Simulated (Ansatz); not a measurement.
# Br on the 1x1 (110) surface of bcc Ta, one in a 2x2 cell, started at the site 'bridge Ta-Ta (span 3.3 Å)'

These are r2SCAN, at the PBE geometry (plane waves to 500 eV, PAW; Ansatz, an electronic-structure program) values and carry that method's errors.

Model: 17-atom slab, 6.8 Å thick at the start under the adsorbate (thin: gaps and levels are the slab's own), 5x5x1 mesh, Fermi-Dirac 0.1 eV, dipole correction, single point; on the structure that PBE left under its start's symmetry; no spin, no spin-orbit, no U, no dispersion correction. At the end it is bonded to 4 Ta. In PBE it is, or lies within 0.03 eV of, the lowest of the starts that converged; the order may differ at this level.

The adsorption energy against ½ Br2(g) at the same level is -3.34 eV and the work function of the top face is 4.21 eV. The change of the work function is -0.67 eV and the change of the step from the bottom to the top vacuum level, against the clean slab is -0.65 eV. The height of the binding atom over the mean of the host atoms within 0.3 Å of the top one is 2.014 Å and the nearest host atoms of the binding atom is Ta at 2.68 Å, Ta at 2.68 Å, Ta at 3.12 Å. The cost comes out as around 2.8 core-minutes (rough).

A negative adsorption energy means that the adsorbate is more stable on the surface than in its reference.
